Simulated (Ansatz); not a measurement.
Consider Ta2O5 (space group Pmmm, No. 47; a = 3.6700 Å, b = 3.8590 Å, c = 6.4332 Å; a cell from a computed database, its experimental status unchecked). Axes: x, y, z lie along a, b, c of the conventional cell.

Modification: biaxial strain −0.83 %, plane normal [001], relaxed out of plane (Cartesian); in-plane vectors clamped, the third vector and the atoms free.

Levels (all Ansatz, a quantum-chemistry and plane-wave program, PAW): PBEsol (420 eV, without spin-orbit coupling); r2SCAN (500 eV, scalar-relativistic without spin-orbit coupling); HSE06 (420 eV, no spin-orbit coupling).

One geometry, relaxed with PBEsol, under each level:

```csv
level,band gap,lowest conduction level above the VBM at special points,pressure
PBEsol,0.38 eV,X 0.38 eV; U 0.42 eV; Γ 0.49 eV; S 0.63 eV,4.31 GPa
r2SCAN,?,?,?
HSE06,1.66 eV,X 1.66 eV; U 1.70 eV; Γ 1.97 eV,–
```

Task: Give the withheld r2SCAN results.

Result: 
- r2SCAN, band gap: 0.71 eV
- r2SCAN, lowest conduction level above the VBM at special points: X 0.71 eV; U 0.76 eV; Γ 0.91 eV; S 1.03 eV
- r2SCAN, pressure: 4.51 GPa

Single points use the geometry relaxed with PBEsol. Their cutoffs differ, which shifts pressures a little. The hybrid gap comes from the SCF mesh plus the semilocal run's edge points and a few special points and is an upper bound. With Ta present, leaving out spin-orbit coupling can change the band edges. Whether these cells are dynamically stable was not tested.
